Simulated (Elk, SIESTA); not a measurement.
An Elk input for a self-consistent single point of SnAs (Fm-3m, 2 atoms in the cell) (DFT, PBEsol, spin-orbit coupling in second variation, all-electron FP-LAPW, Elk's shipped species files, APW+lo basis with extra local orbitals):

```
tasks
  0

xctype
  22

spinorb
  .true.

tforce
  .true.

rgkmax
  8.0

gmaxvr
  18.0

lmaxapw
  10

lmaxo
  8

nxlo
  2

lorbcnd
  .true.

lradstp
  2

nrmtscf
  2.0

lmaxi
  4

nempty
  10

stype
  0

swidth
  0.00734986

maxscl
  100

scale
  1.889726125

avec
    0.0000000000    2.8768700000    2.8768700000
    2.8768700000    0.0000000000    2.8768700000
    2.8768700000    2.8768700000    0.0000000000

atoms
  2
  'Sn.in'
  1
  0.5000000000  0.5000000000  0.5000000000    0.0 0.0 0.0
  'As.in'
  1
  0.0000000000  0.0000000000  0.0000000000    0.0 0.0 0.0

ngridk
  10 10 10
```

Task: Translate this input to SIESTA.

Result: One input that does it (others would too):

```
# files in the folder: Sn.psml As.psml (PseudoDojo PBEsol fully relativistic)
SystemName  SnAs
SystemLabel snas

NumberOfAtoms                2
NumberOfSpecies              2
%block ChemicalSpeciesLabel
  1 50 Sn
  2 33 As
%endblock ChemicalSpeciesLabel
LatticeConstant              1.0 Bohr
%block LatticeVectors
     0.000000000    5.436496396    5.436496396
     5.436496396    0.000000000    5.436496396
     5.436496396    5.436496396    0.000000000
%endblock LatticeVectors
AtomicCoordinatesFormat      Ang
%block AtomicCoordinatesAndAtomicSpecies
     2.876870000    2.876870000    2.876870000  1
     0.000000000    0.000000000    0.000000000  2
%endblock AtomicCoordinatesAndAtomicSpecies

XC.functional                GGA
XC.authors                   PBEsol
PAO.BasisSize                DZP
PAO.EnergyShift              0.01 Ry
MeshCutoff                   400 Ry
%block kgrid.MonkhorstPack
   10   0   0  0.0
    0  10   0  0.0
    0   0  10  0.0
%endblock kgrid.MonkhorstPack
OccupationFunction           MP
OccupationMPOrder            0
ElectronicTemperature        200.0 meV
Spin                         spin-orbit
%block DM.InitSpin
  1 0.00 0.00 0.00
  2 0.00 0.00 0.00
%endblock DM.InitSpin

MaxSCFIterations             150
SCF.Mixer.Method             Pulay
SCF.Mixer.Weight             0.1
SCF.Mixer.History            6
SCF.DM.Tolerance             1.0E-04
Diag.ParallelOverK           true
WriteForces                  true
```

Basis, cutoffs, solver keys and any potentials are the target program's own. This input uses DFT, GGA PBEsol with spin-orbit coupling, numerical atomic orbitals DZP, PseudoDojo PBEsol fully relativistic norm-conserving potentials (rewritten from UPF to PSML).

The starting cell comes from a database of computed structures (which also holds hypothetical and non-ambient phases and stackings), without a prior relaxation at this level.
